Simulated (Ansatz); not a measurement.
Base system: InP in the zinc blende structure (space group F-43m, No. 216).

```
InP
1.0
    0.00000     2.93928     2.93928
    2.93928     0.00000     2.93928
    2.93928     2.93928     0.00000
P In
1 1
Direct
  0.25000   0.25000   0.25000
  0.00000   0.00000   0.00000
```

Cartesian axes are those of the cell as printed.

Computed with PBEsol (Ansatz, a first-principles code), scalar-relativistic without spin-orbit coupling.

Base values:

- Pressure: -0.01 GPa
- Valence-band top at Γ: 0.00, 0.00, 0.00 eV

One thing is altered: uniaxial strain ε_zz = +3.12 %, all other strain components held at zero, atoms relaxed at fixed cell.

Predict the new pressure and valence-band top at Γ.

The pressure (mean of the normal stresses, compression positive) falls by 1.928 GPa, from -0.01 GPa to -1.93 GPa; the valence-band top at Γ (three highest levels, from the VBM) goes from 0.00, 0.00, 0.00 eV to 0.00, 0.00, -0.15 eV.

The levels and masses belong to the bands next to the band gap. Whether these cells are dynamically stable was not tested.
